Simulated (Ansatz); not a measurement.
Take CaO in the rock salt structure (space group Fm-3m, No. 225; a = 4.7948 Å) as the base.

It is then changed as follows: full substitution Ca → Sr; the structure is relaxed again.

Method: plane-wave PAW DFT at the r2SCAN level (Ansatz, a program for electronic structure, 500 eV), no spin-orbit coupling.

Base, band edges from the VBM (valence, conduction): X -0.38, 4.20; W -1.05, 6.95; L -1.20, 7.73; Γ 0.00, 5.50; K -0.78, 5.73; U -0.78, 5.73 eV.

Problem. Give the band edges at the high-symmetry points of the new zone, measured from its valence-band maximum.

Solution. 
| point | valence edge (eV) | conduction edge (eV) |
|---|---|---|
| Γ | 0.00 | 4.59 |
| X | -0.08 | 3.80 |
| U | -0.45 | 5.31 |
| K | -0.45 | 5.31 |
| L | -1.08 | 7.11 |
| W | -0.41 | 6.56 |

The gap is 3.80 eV, indirect, Γ → X.

No phonon test of stability was made.
